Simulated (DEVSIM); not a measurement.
Device: abrupt Si p-n junction, at 300 K.

| layer (left to right) | material | thickness (μm) | Nd (cm⁻³) | Na (cm⁻³) | τn (s) | τp (s) |
|---|---|---|---|---|---|---|
| 1 | Si | 0.110 | - | 1.4e17 | 0.0001 | 0.0001 |
| 2 | Si | 270 | 4.5e16 | - | 0.0001 | 0.0001 |

Left contact: ohmic. Right contact: ohmic. Voltage is applied to the left contact. Recombination: SRH at mid-gap, Auger. Gap narrowing is on: ΔEg = 6.92 meV × (l + √(l² + 0.5)), l = ln(N/1.3e17 cm⁻³), shared equally by both band edges. Mobility is μmin + (μ − μmin)/(1 + (N/Nref)^α).

This is a model device: material constants are rounded textbook-type values typed into the input, and sizes, dopings and lifetimes were drawn at random. Values at 300 K.

```tsv
parameter	Si
gap (eV)	1.124
affinity (eV)	4.05
permittivity	11.7
Nc (cm⁻³)	2.86e19
Nv (cm⁻³)	3.1e19
μn (cm²/Vs)	1417
μp (cm²/Vs)	470
μn,min	52
μp,min	45
Nref,n	9.7e16
Nref,p	2.2e17
αn	0.68
αp	0.72
Cn (cm⁶/s)	2.8e-31
Cp (cm⁶/s)	9.9e-32
```

Simulated with DEVSIM: 1D drift-diffusion, Boltzmann statistics, complete ionisation; no tunnelling, impact ionisation, image-force lowering or self-heating.

The doping Na of layer 1 was swept, all else fixed.

```csv
doping Na of layer 1 (cm^-3),largest field in the device at zero bias (V/cm),potential step across the device at zero bias (V),dark forward voltage at 100 A/cm² (V),dark forward voltage at 1 A/cm² (V)
4.2e15,51000,0.726,0.962,0.419
1.4e16,57000,0.757,1.008,0.465
4.2e16,71000,0.785,1.054,0.522
1.4e17,90000,0.814,1.089,0.572
4.2e17,100000,0.836,1.098,0.601
1.4e18,…,0.860,…,…
4.2e18,130000,0.880,1.052,0.659
```

Question: What belongs in the gaps?

Answer: 
- 1.4e18, largest field in the device at zero bias (V/cm): 110000
- 1.4e18, dark forward voltage at 100 A/cm² (V): 1.084
- 1.4e18, dark forward voltage at 1 A/cm² (V): 0.633
